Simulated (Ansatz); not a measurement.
The parent structure is GaCuSe2 in the chalcopyrite structure (space group I-42d, No. 122; a = 5.508 Å, c = 10.962 Å).

Level of theory: LDA (Ansatz, an electronic-structure program), without spin-orbit coupling.

Base values:

The band gap is 0.17 eV.

Modification: every lattice vector is shortened by 2.25 %, atoms relaxed at fixed cell.

Q: How does this affect the electron mass and band gap?

A: The electron mass amounts to 0.053 mₑ along c, 0.059 mₑ across (at Γ); the band gap goes up by 0.32 eV to 0.49 eV.

The cells carry an imposed strain or load. Effective masses come from finite differences of ±0.01 Å⁻¹. No phonon test of stability was made. All final runs are without spin polarisation. A zero or small gap of GaCuSe2 can be the functional's error rather than a property of the material.
